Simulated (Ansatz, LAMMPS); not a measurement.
Si well of 9 atomic layers along [001] in random Si0.8Ge0.2, 5 % Ge through the well. Cell 16.58 × 16.58 × 49.61 Å, Si539Ge109, 648 atoms. Prepared with Tersoff's 1989 multicomponent potential (SiCGe.tersoff) (LAMMPS): minimisation. 

Basis: localised support functions (accuracy medium) on a full density matrix. k-points: zone centre alone; occupations: Fermi-Dirac, 0.010 eV; spin polarisation not allowed. Spin-orbit coupling is left out.

Give the gap and bonding at the level PBE, support functions at accuracy medium on the grid of 370 eV run with Ansatz (a program for electronic structure).


- Kohn-Sham gap of the cell on its k-mesh: 0.52 eV
- weight of the highest filled level on the well: 0.23
- weight of the lowest empty level on the well: 0.71
- coordination (neighbours within 2.848 Å): 100.0 % 4-fold
- Ge-Ge bonds, mean ± spread: 2.466 ± 0.006 Å
- Ge-Si bonds, mean ± spread: 2.421 ± 0.007 Å
- Si-Si bonds, mean ± spread: 2.377 ± 0.006 Å
- bond angles, mean ± spread: 109.5° ± 0.9°
- pressure: -0.51 GPa
